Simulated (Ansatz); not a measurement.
Cost and result by functional for the surface energy of the (31-43) surface of hcp Sc in its 1x1 cell, outermost plane spacing 0.12 Å in the ideal cut, in Ansatz (plane waves, PAW). Single points on the PBE structure, on one kind of machine; costs are rough ratios of the slab run's core time (references not counted) to the cheapest single point. r2SCAN's cost holds its higher cutoff (500 against 420 eV). Differences are taken against r2SCAN for comparison alone: no measured value is at hand, so the table doesn't rank accuracy.

Model: 30-atom slab, 10.3 Å thick at the start (thin: gaps and levels are the slab's own), 6x4x1 mesh, Fermi-Dirac 0.1 eV, dipole correction, all atoms relaxed; held to the start's symmetry, so lower structures may exist; no spin, no spin-orbit, no U. These notes are the PBE run's.

```
functional                     relative cost  surface energy (J/m²)  less r2SCAN (J/m²)
-----------------------------  -------------  ---------------------  ------------------
LDA                                        1                   1.47                0.05
PBEsol                                     1                   1.43                0.01
RPBE                                       1                   1.23               -0.19
r2SCAN                                     2                   1.42                0.00
PBE (the relaxed run's value)              –                   1.32               -0.10
```

The values span 0.24 J/m², while the single points' costs differ by a factor of roughly 2. Differences are of unrounded values.

Ansatz is an electronic-structure program.
